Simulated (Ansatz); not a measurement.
Al3SiCN3 (model structure, P3m1, No. 156, 8 atoms in the cell), treated with r²SCAN (plane waves, PAW; Ansatz, a program for electronic structure).

Run with plane-wave cutoff 560 eV, 24×24×6 k mesh (along the axes of the cell as run), Fermi–Dirac smearing 0.05 eV, scalar-relativistic PAW data made under PBE.

Cell (relaxed with PBEsol):

```cif
data_CAl3N3Si
_chemical_formula_sum 'Al3 N3 Si1 C1'
_space_group_name_H-M_alt 'P3m1'
_space_group_IT_number 156
_space_group_name_Hall 'P 3 -2"'
_cell_length_a 3.12647
_cell_length_b 3.12647
_cell_length_c 9.98756
_cell_angle_alpha 90.000
_cell_angle_beta 90.000
_cell_angle_gamma 120.000
loop_
_atom_site_label
_atom_site_type_symbol
_atom_site_symmetry_multiplicity
_atom_site_Wyckoff_symbol
_atom_site_fract_x
_atom_site_fract_y
_atom_site_fract_z
_atom_site_occupancy
Al1 Al 1 c 0.66667 0.33333 0.99941 1
N1 N 1 c 0.66667 0.33333 0.19504 1
Al2 Al 1 a 0.00000 0.00000 0.24534 1
N2 N 1 a 0.00000 0.00000 0.44049 1
Al3 Al 1 c 0.66667 0.33333 0.49046 1
N3 N 1 c 0.66667 0.33333 0.68753 1
Si1 Si 1 a 0.00000 0.00000 0.76159 1
C1 C 1 a 0.00000 0.00000 0.93464 1
```

### Question
What does this level give for the band gap?

### Answer

- band gap = 0.78 eV (on the SCF k mesh)

Note: the relaxation could raise the start's symmetry but not lower it, so the cell can be a saddle point; cell and atoms aren't relaxed at this level (largest force component 0.21 eV/Å, pressure -1.0 GPa).

Computed values are for the static lattice.

A model structure was made by putting elements into a prototype or built by hand; it is no filed structure, need not be a known phase, and can be a saddle point held by its symmetry.
